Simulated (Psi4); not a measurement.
Psi4 1.11, PBE/def2-svp: Nb(Br)(Me)4 ([CH3][Nb]([CH3])([CH3])([CH3])[Br]), 18 atoms. The geometry is a generated start, not checked to be a minimum at this level.

```yaml
task: energy
method: pbe
basis: def2-svp
memory: 3 GB
maxiter: 100
keys_of_the_molecule_block: symmetry c1
scf_type: df (default)
guess: auto, which took SAD (default)
scf_initial_accelerator: adiis (default)
e_convergence: 1e-06 (default)
d_convergence: 1e-06 (default)
dft_radial_points: 75 (default)
dft_spherical_points: 302 (default)
effective_core_potentials: those of the basis set, past Kr
basis_functions: 179
grid_points: 383123
```

```xyz
18

Nb     0.5318    -0.1810    -0.4422
Br     2.3608    -0.7960    -2.0326
C      1.0967    -0.6484     1.7045
H      1.1727    -1.7336     1.8553
H      0.4387    -0.2544     2.4831
H      2.1017    -0.2350     1.8810
C     -1.2487     0.7137    -1.5276
H     -2.1134     0.9815    -0.9133
H     -1.5951    -0.0033    -2.2838
H     -0.9419     1.6199    -2.0634
C     -0.9723    -1.8695    -0.0958
H     -0.6326    -2.6758    -0.7651
H     -2.0055    -1.6395    -0.3643
H     -0.9970    -2.2777     0.9175
C      0.6686     1.9576     0.3271
H      1.0048     2.5906    -0.5071
H      1.4040     2.0755     1.1315
H     -0.2734     2.3753     0.6954
```

Charge 0 and multiplicity 1 are set for this test and not shown to be the ground state.

One run each on 2 threads. Values of diis_max_vecs tried: 3, 6, 10 (default), 20.

Task: Predict the course of the SCF iterations along this series.

Result: Fewest SCF iterations, within one of each other: 10 (default) with 12, 20 with 12. The count rises to 52 at 3. All converge to one solution.

```json
[
 {"diis_max_vecs": "3", "SCF iterations": "52", "end": "same solution"},
 {"diis_max_vecs": "6", "SCF iterations": "14", "end": "same solution"},
 {"diis_max_vecs": "10 (default)", "SCF iterations": "12", "end": "same solution"},
 {"diis_max_vecs": "20", "SCF iterations": "12", "end": "same solution"}
]
```
